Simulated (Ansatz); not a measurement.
Consider the following.

```
CELL_PARAMETERS angstrom
      0.00000     1.86275     1.86275
      1.86275     0.00000     1.86275
      1.86275     1.86275     0.00000
ATOMIC_POSITIONS crystal
  Rh 0.00000 0.00000 0.00000
```

No spin polarisation.

Method: r2SCAN (Ansatz, an electronic-structure program, PAW, no spin-orbit coupling). Settings: 30×30×30 k-points, 0.1 eV Fermi–Dirac smearing.

### Question
Predict the pressure.

### Answer
19.8 GPa.

### Question
Predict the band gap.

### Answer
Zero.

### Question
What is the computed space group?

### Answer
Fm-3m (No. 225).

The cells carry an imposed strain or load. No phonon test of stability was made. All final runs are without spin polarisation. The cell was made from Rh in the fcc (Cu type) structure (space group Fm-3m, No. 225) by this change: isotropic strain −2.00 %.
